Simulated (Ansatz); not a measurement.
How far PBE and r2SCAN part for Ti, x(Hf) = 0.167, 6 atoms, P-62m

Base system: Ti in the hcp (Mg type) structure (space group P6_3/mmc, No. 194; a = 2.9389 Å, c = 4.6500 Å).

(Cell as relaxed with PBE.)

Levels (all Ansatz, a quantum-chemistry and plane-wave program, PAW, earlier PAW set): PBE (420 eV, no spin-orbit coupling); r2SCAN (500 eV, scalar-relativistic without spin-orbit coupling).

Each level relaxes its own structure.

```
base                      PBE    r2SCAN
-------------------  --------  --------
volume per atom      17.39 Å³  17.31 Å³
lattice parameter a   2.939 Å   2.936 Å
band gap                 zero      zero
```

One thing is altered: Hf replaces 16.7 % of the Ti, ordered in a cell of 6 atoms (starting symmetry P-62m) and fully relaxed.

```json
[
 {"quantity": "deviation of the volume from the linear (Vegard-type) interpolation", "PBE": "+0.1 %", "r2SCAN": "?"},
 {"quantity": "shortest interatomic distance", "PBE": "2.896 Å", "r2SCAN": "?"},
 {"quantity": "mixing energy (to 0.01 eV only: unlike meshes or grids)", "PBE": "+0.02 eV/atom", "r2SCAN": "?"},
 {"quantity": "band gap", "PBE": "zero", "r2SCAN": "?"}
]
```

Problem. Given the PBE results, estimate those of r2SCAN.

Solution. 
- deviation of the volume from the linear (Vegard-type) interpolation, r2SCAN: +0.1 %
- shortest interatomic distance, r2SCAN: 2.890 Å
- mixing energy (to 0.01 eV only: unlike meshes or grids), r2SCAN: +0.02 eV/atom
- band gap, r2SCAN: zero

PBE's shortest interatomic distance lies 0.0054 Å above r2SCAN's (0.2 %); the two agree on the deviation of the volume from the linear, mixing energy and band gap. Neither level is exact; r2SCAN is the comparison here, not a measurement.

These are small ordered cells, not random alloys; other orderings at the same x differ. Spin-orbit coupling, missing from the scalar runs, can matter with Hf. Whether these cells are dynamically stable was not tested. All final runs are without spin polarisation.
